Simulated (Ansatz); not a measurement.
AlB2-type TiB2 was calculated with PBEsol (Ansatz, an electronic-structure program, PAW).

Settings: plane-wave cutoff 500 eV, 18×18×12 k mesh (along the axes of the cell as run), Fermi–Dirac smearing 0.05 eV, no spin polarisation, scalar-relativistic PAW data made under PBE.

Computed at the level's own relaxed cell.

Problem. Predict the equilibrium volume per atom, lattice parameter a and lattice parameter c.

Solution. 
- equilibrium volume per atom = 8.37 Å³/atom
- lattice parameter a = 3.017 Å
- lattice parameter c = 3.186 Å

Measured, for comparison: lattice constant a 3.029 Å, lattice parameter c 3.229 Å (293 K, not corrected to a static lattice; as tabulated in R. G. Munro, J. Res. NIST 105, 709 (2000), Material Properties of Titanium …). Computed (rounded) less measured: lattice constant a -0.4 %, lattice parameter c -1.3 %. A static lattice is as a rule a little smaller and stiffer than an uncorrected measurement, which narrows the difference in the lattice constant a, lattice parameter c and would widen misses of the other sign.

Computed values are for the static lattice.

Computing time: around 30 core-seconds (rough).
